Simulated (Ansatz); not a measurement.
Input and output of a self-consistent single point for LaAs (I4mm, 2 atoms in the cell) (Ansatz, a quantum-chemistry and plane-wave program).

Method of the run: LDA (PW92), default PAW files made with PBE (plane waves; Ansatz).

The change in words: lattice scaled by 0.98; kpoints.mp_grid.grid: 9 9 9 → 7 7 7; scf.occupations.width: 0.1 eV → 0.05 eV. Reference geometry:
```
CELL_PARAMETERS angstrom
      0.00000     3.11458     3.11458
      3.11458     0.00000     3.11458
      3.11458     3.11458     0.00000
ATOMIC_POSITIONS crystal
  La 0.00803 0.00803 0.99197
  As 0.50000 0.50000 0.50000
```

Reference input (self-consistent single point, DFT, LDA (PW92), plane waves, default PAW files made with PBE): basis.ecutwfc = 420 eV; kpoints.mp_grid.grid = 9 9 9; hamiltonian.xc = lda; hamiltonian.pseudopotentials = {kind: paw} (the program's default PAW files); scf.occupations.method = gaussian; scf.occupations.width = 0.1 eV. This run's input differs from it in these lines:

Ansatz 0.2 input:
```diff
@@ -2,5 +2,5 @@
   lattice:
-    - [0.000000, 3.114580, 3.114580]
-    - [3.114580, 0.000000, 3.114580]
-    - [3.114580, 3.114580, 0.000000]
+    - [0.000000, 3.052288, 3.052288]
+    - [3.052288, 0.000000, 3.052288]
+    - [3.052288, 3.052288, 0.000000]
   atoms:
@@ -11,3 +11,3 @@
 kpoints:
-  mp_grid: { grid: [9, 9, 9] }
+  mp_grid: { grid: [7, 7, 7] }
 hamiltonian:
@@ -16,3 +16,3 @@
 scf:
-  occupations: { method: gaussian, width: 0.1 }
+  occupations: { method: gaussian, width: 0.05 }
 output:
```

Log, with long lists cut:

```
SCF iter   1: F=—  HF=-10852.886790 eV  |F-HF|=—  |Δ(HF+E_count)|=         —  Δρ=4.10e-3  dr2=4.71e-3  ethr=1.77e-3  ⟨swp⟩=4.1  Hψ=2783  notcnv=0
all-band conjugate gradients solve this SCF's bands
preconditioner: auto → none
SCF iter   2: F=—  HF=-10852.884505 eV  |F-HF|=—  |Δ(HF+E_count)|=   2.28e-3  Δρ=1.70e-3  dr2=7.70e-4  ethr=1.81e-5  ⟨swp⟩=2.0  Hψ=1480  notcnv=0
SCF iter   3: F=—  HF=-10852.884537 eV  |F-HF|=—  |Δ(HF+E_count)|=   3.24e-5  Δρ=7.16e-4  dr2=3.32e-4  ethr=2.96e-6  ⟨swp⟩=2.0  Hψ=1360  notcnv=0
SCF iter   4: F=—  HF=-10852.884447 eV  |F-HF|=—  |Δ(HF+E_count)|=   9.00e-5  Δρ=2.26e-4  dr2=1.74e-5  ethr=1.28e-6  ⟨swp⟩=3.0  Hψ=1184  notcnv=0
SCF iter   5: F=—  HF=-10852.884447 eV  |F-HF|=—  |Δ(HF+E_count)|=   3.66e-7  Δρ=2.30e-5  dr2=1.98e-7  ethr=6.69e-8  ⟨swp⟩=2.0  Hψ=797  notcnv=0
SCF iter   6: F=-10852.884447 eV  HF=-10852.884447 eV  |F-HF|=1.16e-9  |Δ(HF+E_count)|=   6.85e-9  Δρ=5.80e-6  dr2=9.20e-9  ethr=3.85e-10  ⟨swp⟩=5.2  Hψ=3030  notcnv=0
SCF 1 converged in 6 iterations: F = -10852.884447 eV  dr2 = 9.20e-9
Free energy (F): -10852.884447 eV
Internal energy: -10852.884181 eV  (E = F + TS)
E sigma→0 (E₀):  -10852.884314 eV
Entropy (-TS):   -0.000266 eV (-0.133 meV/atom)
Fermi energy:    9.933861 eV
--- Forces (eV/Å), atoms counted from 1 ---
  atom   1  La     0.00000000     0.00000000    -0.10979152
  atom   2  As     0.00000000     0.00000000     0.10981853
--- Stress (GPa, compression-positive) ---
       -1.475020       0.000000       0.000000
        0.000000      -1.475020       0.000000
        0.000000       0.000000      -1.240187
  P = ⅓ Tr σ = -1.3967 GPa (-13.967 kbar)
  The stress holds the Pulay correction. Without it, at fixed plane waves, as pw.x and ABINIT print it: P = -1.4121 GPa
```

The run converged in 6 iterations. Against the reference run the free energy falls by 35.6 meV/atom, the pressure goes from -5.11 to -1.40 GPa and the largest force goes from 0.100 to 0.110 eV/Å.

The starting cell comes from a database of computed structures (which also holds hypothetical and non-ambient phases and stackings), without a prior relaxation at this level. Its lattice was rescaled by up to half a per cent. One atom was moved a little off its site on purpose. For this run, on top of that: lattice scaled by 0.98. Ansatz's pressure includes its estimate of the finite-basis (Pulay) stress.
